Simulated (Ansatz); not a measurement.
# Several settings converged on Cr3NiP4 (Pm, 8 atoms in the cell)

```yaml
crystal:
  lattice:
    - [5.29107, 0.00000, 0.00000]
    - [0.00000, 3.07695, 0.00000]
    - [-0.01512, 0.00000, 5.96014]
  atoms:
    - { symbol: Cr, position: [0.00816, 0.00000, 0.20372], spin: 3.0 }
    - { symbol: Cr, position: [0.49418, 0.50000, 0.71026], spin: 3.0 }
    - { symbol: Cr, position: [0.99511, 0.50000, 0.79717], spin: 3.0 }
    - { symbol: Ni, position: [0.50593, 0.00000, 0.30286] }
    - { symbol: P, position: [0.69814, 0.00000, 0.93327] }
    - { symbol: P, position: [0.18697, 0.00000, 0.55993] }
    - { symbol: P, position: [0.30454, 0.50000, 0.07053] }
    - { symbol: P, position: [0.80698, 0.50000, 0.43066] }
```
(The spins are starting values, not results.)

Base method: LDA (PW92), default PAW files made with PBE (plane waves; Ansatz, a first-principles code).

Base settings: basis.ecutwfc = 420 eV; kpoints.mp_grid.grid = 3 7 3; hamiltonian.xc = lda; hamiltonian.pseudopotentials = {kind: paw} (the program's default PAW files); magnetization.spin_polarized = true; scf.occupations.method = gaussian; scf.occupations.width = 0.1 eV.

The count of work is k-points × plane waves × bands × iterations; it is no time. Core times come from one kind of shared machine, to one figure; runs under 30 s give none.

**The k-point mesh**

The second cell is the first with its lattice scaled by 0.98.

Only quantities that move along the ladder and can be compared are tabulated.

The magnetic state is not the same in all runs (site moments differ, or a search went on to a lower state), so steps between rows are not convergence errors alone.

| kpoints.mp_grid.grid | free energy less the last step's (meV/atom) | energy of the compressed cell less the first (meV/atom) | pressure (GPa) | largest difference of a force vector from the last step's (eV/Å) | net moment (μB/atom) | count of work / last | core time / last (rough) |
|---|---|---|---|---|---|---|---|
| 1 2 1 | -8.33 | -3.84 | -7.29 | 1.029 | 0.251 | 0.029 | – |
| 2 3 2 | 13.80 | -11.13 | -8.60 | 0.284 | 0.235 | 0.22 | – |
| 3 4 2 | 3.99 | -13.35 | -8.82 | 0.136 | 0.220 | 0.65 | 0.5 |
| 3 7 3 | -0.07 | -13.78 | -9.09 | 0.045 | 0.200 | 0.52 | 0.6 |
| 4 7 4 | 0.00 | -13.25 | -9.01 | 0.000 | 0.215 | 1.0 | 1 |

Coarsest kpoints.mp_grid.grid that holds the net moment within 0.01 μB/atom: not settled: the last two steps still differ by 0.016 μB/atom, over half the tolerance, so the ladder does not show it.

Coarsest kpoints.mp_grid.grid that holds the forces within 0.02 eV/Å: not settled: the last two steps still differ by 0.045 eV/Å, over half the tolerance, so the ladder does not show it.

Coarsest kpoints.mp_grid.grid that holds the energy of the compressed cell less the first within 1 meV/atom: not settled: the last two steps still differ by 0.53 meV/atom, over half the tolerance, so the ladder does not show it.

**Shifted k-point meshes**

In this ladder: kpoints.mp_grid.shift = 0.5 0.5 0.5.

Only quantities that move along the ladder and can be compared are tabulated.

The magnetic state is not the same in all runs (site moments differ, or a search went on to a lower state), so steps between rows are not convergence errors alone.

| kpoints.mp_grid.grid | free energy less the last step's (meV/atom) | pressure (GPa) | largest difference of a force vector from the last step's (eV/Å) | net moment (μB/atom) | count of work / last |
|---|---|---|---|---|---|
| 1 2 1 | 110.27 | -6.09 | 1.041 | 0.498 | 0.0082 |
| 2 2 1 | -13.06 | -7.69 | 1.154 | 0.252 | 0.012 |
| 2 3 2 | -13.92 | -9.17 | 0.216 | 0.244 | 0.051 |
| 3 4 2 | -1.95 | -9.06 | 0.118 | 0.225 | 0.071 |
| 6 9 5 | 0.00 | -9.04 | 0.000 | 0.213 | 1.0 |

Coarsest kpoints.mp_grid.grid that holds the forces within 0.02 eV/Å: not settled: the last two steps still differ by 0.12 eV/Å, over half the tolerance, so the ladder does not show it.

State of the net moment at the end of the ladder: still drifting one way, by 0.031 μB/atom over the last two steps, so the last step is no safe reference.

Coarsest kpoints.mp_grid.grid that holds the pressure within 0.1 GPa of the last step, with all finer ones: 3 4 2, at 0.071 of the last step's count of work; the step before is off by 0.13 GPa.

Two neighbours can agree and both be off: 2 2 1 and 2 3 2 differ by 0.86 meV/atom in the free energy, yet lie about 14 meV/atom from the last step.

On the base run: the starting cell comes from a database of computed structures (which also holds hypothetical and non-ambient phases and stackings), without a prior relaxation at this level. Its lattice was rescaled by up to half a per cent. One atom was moved a little off its site on purpose. The magnetic order is the one reached from the typed start; others were not searched systematically. In the base run, with a pressure of about -9 GPa the cell is away from its equilibrium volume at this level. In the base run, forces exceed 1 eV/Å. Ansatz's pressure includes its estimate of the finite-basis (Pulay) stress. Without a gap this mesh is coarse (it stands for a supercell whose shortest vector is 16 Å).

Keys are those of Ansatz 0.2.
